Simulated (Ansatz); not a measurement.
For Bi2Te3 (model structure, started from the A-La2O3 type, P-3m1, No. 164, 5 atoms in the cell), PBE (Ansatz, an electronic-structure program, plane waves, PAW) gives:

- lattice parameter a: 4.433 Å
- lattice parameter c: 11.149 Å
- bulk modulus B0: 8.71 GPa
- cohesive energy: 2.70 eV/atom

Task: What does r²SCAN (PAW; Ansatz) give for the same quantities?

Result: 
- lattice constant a: 4.409 Å (shrinks by 0.5 %)
- lattice parameter c: 11.007 Å (decreases by 1.3 %)
- bulk modulus: 17.1 GPa (goes up by 96 %)
- cohesive energy: 2.54 eV/atom (falls by 0.16 eV/atom)

Changes are worked out from the printed values.

Unless a cell is named, each level is at its own relaxed cell (PBE 37.95, r²SCAN 37.06 Å³/atom).

Levels without +SOC leave out spin–orbit coupling, which shifts energies and cells of such heavy elements.

Caveats: the bulk modulus is −V dP/dV from two relaxed cells at ±2 % in volume (PBE, r²SCAN). Ansatz's density-functional and Hartree–Fock values are scalar-relativistic unless marked +SOC, with PAW data made under PBE.

A model structure was made by putting elements into a prototype or built by hand; it is no filed structure, need not be a known phase, and can be a saddle point held by its symmetry.
